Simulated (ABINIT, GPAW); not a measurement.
A GPAW input for a self-consistent single point of NaTiO2 (R-3m, 4 atoms in the cell) (DFT PBEsol, plane waves, GPAW PAW datasets PBEsol (made by gpaw-setup)):

```python
from ase import Atoms
from ase.units import GPa
from gpaw import GPAW, PW, FermiDirac

atoms = Atoms(['Na', 'Ti', 'O', 'O'],
              cell=[[1.506590, 0.869830, 5.399047],
                    [-1.506590, 0.869830, 5.399047],
                    [0.000000, -1.739660, 5.399047]],
              positions=[[0.000000, 0.000000, 0.000000],
                         [0.000000, 0.000000, 8.098571],
                         [0.000000, 0.000000, 12.371490],
                         [-0.000000, 0.000000, 3.825651]],
              pbc=True)

atoms.set_initial_magnetic_moments([0.0, 1.0, 0.0, 0.0])

calc = GPAW(spinpol=True,
            mode=PW(950),
            xc='PBEsol',
            kpts={'size': (8, 8, 8), 'gamma': True},
            occupations=FermiDirac(0.1),
            nbands=-8,
            symmetry={'symmorphic': False, 'tolerance': 0.0005},
            maxiter=100)

atoms.calc = calc

energy = atoms.get_potential_energy()
print('Energy (eV):', round(energy, 6))
forces = atoms.get_forces()
print('Forces (eV/Ang):')
print(forces.round(5))
stress = atoms.get_stress()
print('Stress (GPa, Voigt):', (stress / GPa).round(4))
```

Task: Write the same calculation as an input for ABINIT.

Result: One input that does it (others would too):

```
# NaTiO2, JTH v2.0 PBE PAW
pp_dirpath "./"
pseudos "Na.GGA_PBE-JTH.xml, Ti.GGA_PBE-JTH.xml, O.GGA_PBE-JTH.xml"
acell 10.7192831619 10.7192831619 10.7192831619
rprim
         0.2656000599    0.1533442661    0.9518099307
        -0.2656000599    0.1533442661    0.9518099307
         0.0000000000   -0.3066885321    0.9518099307
natom 4
ntypat 3
znucl 11 22 8
typat 1 2 3 3
xred
         0.0000000000    0.0000000000    0.0000000000
         0.5000000000    0.5000000000    0.5000000000
         0.7638070000    0.7638070000    0.7638070000
         0.2361930000    0.2361930000    0.2361930000
ecut 816 eV
pawecutdg 1633 eV
pawxcdev 0
ixc -116133
nsppol 2
spinat
      0 0 0
      0 0 1
      0 0 0
      0 0 0
occopt 3
tsmear 0.00367493
nband 23
kptopt 1
ngkpt 8 8 8
nshiftk 1
shiftk 0 0 0
nstep 80
tolvrs 1.0e-11
prtwf 0
prtden 0
enunit 2
```

Basis settings and potentials, where a program has them, do not carry over. This input uses DFT, PBEsol, plane waves, PAW (JTH v2.0 PBE PAW, files made for PBE).

The starting cell comes from a database of computed structures (which also holds hypothetical and non-ambient phases and stackings), without a prior relaxation at this level.
